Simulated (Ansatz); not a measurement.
**What pressure 60 GPa does to CsGeBr3**

Start from CsGeBr₃ in the cubic perovskite structure (space group Pm-3m, No. 221; a = 5.544 Å; a cell from a computed database, its experimental status unchecked).

It is then changed as follows: cell and atoms relaxed at a pressure of 60 GPa.

The values are results of r2SCAN (Ansatz, an electronic-structure program; PAW; 500 eV plane waves; no spin-orbit coupling), not measurements. Γ-centred 6×6×6 mesh, Fermi–Dirac width 0.05 eV.

- Volume per atom: 18.72 Å³ (base 34.08 Å³)
- Density: 7.90 g/cm³ (base 4.34 g/cm³)
- Lattice parameter a: 4.540 Å (base 5.544 Å)
- Shortest interatomic distance: 2.270 Å (base 2.772 Å)
- Enthalpy H = E + PV relative to the base's energy: +8.67 eV/atom
- Band gap: zero (base 0.71 eV)

Cost of the whole job for the changed cell (relaxation, final SCF and bands): roughly 90 core-seconds.

A case with no gap was solved on a k-mesh chosen for an insulator, which is coarse for it. Load acts through the strain it causes; cell and atoms are relaxed under it. Whether these cells are dynamically stable was not tested. Competing high-pressure phases were not computed. All final runs are without spin polarisation. Many cubic perovskites are stable only at high temperature; tilts and polar distortions were not tested. The zero or small gap of CsGeBr3 under pressure 60 GPa can change with the level of theory.
